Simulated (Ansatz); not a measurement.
CsCl-type MgO (model structure) (like a known high-pressure phase) was calculated with r²SCAN (plane waves, PAW; Ansatz, a program for electronic structure).

Settings: plane-wave cutoff 500 eV, 16×16×16 k mesh, Fermi–Dirac smearing 0.05 eV, scalar-relativistic PAW data made under PBE.

Cell (relaxed at this level):

MgO has the cubic space group Pm-3m (No. 221), the CsCl type structure, Pearson symbol cP2. Conventional cell: a = b = c = 2.623 Å, α = β = γ = 90.00°. Mg on 1a has 8 O at 2.272 Å (cubic). O on 1b sees 8 Mg at 2.272 Å (cubic). (Neighbours: up to the widest gap in distance over summed covalent radii, below 1.35, at either atom; cation-cation and far metal-metal contacts left out.)

Problem. What does this level give for the band gap?

Solution. 
- band gap = 3.49 eV (on the SCF k mesh)

Static lattice: no zero-point or thermal effects.

Computing time: very roughly 25 core-seconds.

A model structure was made by putting elements into a prototype or built by hand; it is no filed structure, need not be a known phase, and can be a saddle point held by its symmetry.
